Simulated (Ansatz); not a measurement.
The reference is Ca3SbN in the anti-perovskite structure (space group Pm-3m, No. 221; a = 4.8027 Å; a cell from a computed database, its experimental status unchecked).

It is then changed as follows: cell and atoms relaxed at a pressure of 0.7 GPa.

Levels (all Ansatz, a program for electronic structure, PAW): PBEsol (420 eV, no spin-orbit coupling); HSE06 (420 eV, no spin-orbit coupling).

The geometry is relaxed with PBEsol.

| Item | Result |
|---|---|
| PBEsol lowest conduction level above the VBM at special points | Γ 0.31 eV; X 1.40 eV; R 2.05 eV |

With HSE06 at the same geometry, the lowest conduction level above the VBM at special points goes from Γ 0.31 eV; X 1.40 eV; R 2.05 eV to Γ 1.05 eV; X 2.19 eV; R 2.95 eV.

Single points use the geometry relaxed with PBEsol. The levels and masses belong to the bands next to the band gap. Load acts through the strain it causes; cell and atoms are relaxed under it. Stability against distortions was not tested.
